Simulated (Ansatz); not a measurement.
Electronic density of states of amorphous Ga₂₄O₄₁P₂, density 4.69 g/cm³, on a 2×2×2 Γ-centred mesh with a Gaussian width of 0.1 eV; energies count from the Fermi level, whose place inside the gap is arbitrary. Cell and mesh are small, so fine structure isn't converged. Level of theory: PBE, scalar-relativistic without spin-orbit coupling (plane waves to 420 eV, PAW; Ansatz, a first-principles code). Sampling: a 2×2×2 Γ-centred mesh; Fermi-Dirac width 0.02 eV; no spin polarisation. At PBE the levels at the filled edge of the gap are localised (band-tail or defect states), and the nearest spread-out levels lie 2.0 eV apart at the zone centre.

Preparation: random packing, a CHGNet melt and quench, and a DFT relaxation. O atoms were pushed apart under 1.9 Å during the dynamics, to hinder bonds among them. The hot cell started wider than the set density and was brought back towards it in steps. It is the lowest in DFT energy of 2 quenches. It is a model cell: composition and starting density were chosen by hand, and all elements were melted together. No dispersion term was used. Its density started from a set value of 4.69 and ended at 4.69 g/cm³. The simulated quench (nominally 280 K/ps over its main leg) is rapid and tends to freeze in more defects than a deposited or slowly cooled glass has. One small periodic cell is one sample of the glass; other quenches scatter about these values. The volume was held where the preparation left it and the shape relaxed, at a PBE pressure of -1.7 GPa (tension). Stress components on the final sampling reach 1.8 GPa.

```csv
E - EF (eV),states/(eV atom)
-12.00,0.00
-11.90,0.00
-11.80,0.00
-11.70,0.00
-11.60,0.00
-11.50,0.00
-11.40,0.00
-11.30,0.00
-11.20,0.00
-11.10,0.00
-11.00,0.00
-10.90,0.00
-10.80,0.00
-10.70,0.00
-10.60,0.00
-10.50,0.00
-10.40,0.00
-10.30,0.00
-10.20,0.00
-10.10,0.00
-10.00,0.00
-9.90,0.00
-9.80,0.00
-9.70,0.04
-9.60,0.14
-9.50,0.11
-9.40,0.08
-9.30,0.15
-9.20,0.07
-9.10,0.01
-9.00,0.00
-8.90,0.00
-8.80,0.00
-8.70,0.00
-8.60,0.00
-8.50,0.00
-8.40,0.00
-8.30,0.01
-8.20,0.09
-8.10,0.15
-8.00,0.11
-7.90,0.19
-7.80,0.24
-7.70,0.26
-7.60,0.26
-7.50,0.35
-7.40,0.36
-7.30,0.28
-7.20,0.28
-7.10,0.29
-7.00,0.29
-6.90,0.34
-6.80,0.31
-6.70,0.29
-6.60,0.31
-6.50,0.35
-6.40,0.34
-6.30,0.32
-6.20,0.36
-6.10,0.36
-6.00,0.32
-5.90,0.31
-5.80,0.25
-5.70,0.23
-5.60,0.31
-5.50,0.37
-5.40,0.43
-5.30,0.39
-5.20,0.37
-5.10,0.42
-5.00,0.42
-4.90,0.48
-4.80,0.50
-4.70,0.49
-4.60,0.53
-4.50,0.52
-4.40,0.54
-4.30,0.60
-4.20,0.60
-4.10,0.57
-4.00,0.57
-3.90,0.63
-3.80,0.67
-3.70,0.65
-3.60,0.64
-3.50,0.59
-3.40,0.59
-3.30,0.62
-3.20,0.63
-3.10,0.60
-3.00,0.70
-2.90,0.69
-2.80,0.67
-2.70,0.66
-2.60,0.72
-2.50,0.81
-2.40,0.83
-2.30,0.82
-2.20,0.86
-2.10,0.95
-2.00,1.00
-1.90,0.96
-1.80,0.85
-1.70,0.74
-1.60,0.68
-1.50,0.64
-1.40,0.68
-1.30,0.70
-1.20,0.52
-1.10,0.27
-1.00,0.09
-0.90,0.06
-0.80,0.15
-0.70,0.09
-0.60,0.01
-0.50,0.00
-0.40,0.00
-0.30,0.00
-0.20,0.00
-0.10,0.00
0.00,0.00
0.10,0.00
0.20,0.00
0.30,0.00
0.40,0.00
0.50,0.00
0.60,0.00
0.70,0.02
0.80,0.01
0.90,0.00
1.00,0.00
1.10,0.00
1.20,0.00
1.30,0.00
1.40,0.00
1.50,0.02
1.60,0.03
1.70,0.04
1.80,0.03
1.90,0.04
2.00,0.05
2.10,0.04
2.20,0.06
2.30,0.05
2.40,0.05
2.50,0.08
2.60,0.11
2.70,0.08
2.80,0.04
2.90,0.04
3.00,0.06
3.10,0.09
3.20,0.09
3.30,0.07
3.40,0.11
3.50,0.14
3.60,0.15
3.70,0.18
3.80,0.17
3.90,0.20
4.00,0.21
4.10,0.20
4.20,0.23
4.30,0.20
4.40,0.23
4.50,0.27
4.60,0.31
4.70,0.34
4.80,0.33
4.90,0.33
5.00,0.27
5.10,0.27
5.20,0.31
5.30,0.29
5.40,0.26
5.50,0.25
5.60,0.27
5.70,0.24
5.80,0.23
5.90,0.28
6.00,0.28
6.10,0.25
6.20,0.24
6.30,0.29
6.40,0.33
6.50,0.34
6.60,0.34
6.70,0.34
6.80,0.31
6.90,0.32
7.00,0.32
7.10,0.34
7.20,0.37
7.30,0.35
7.40,0.35
7.50,0.33
```

The level gap on this mesh is 1.49 eV; the broadening fills part of it in the curve.
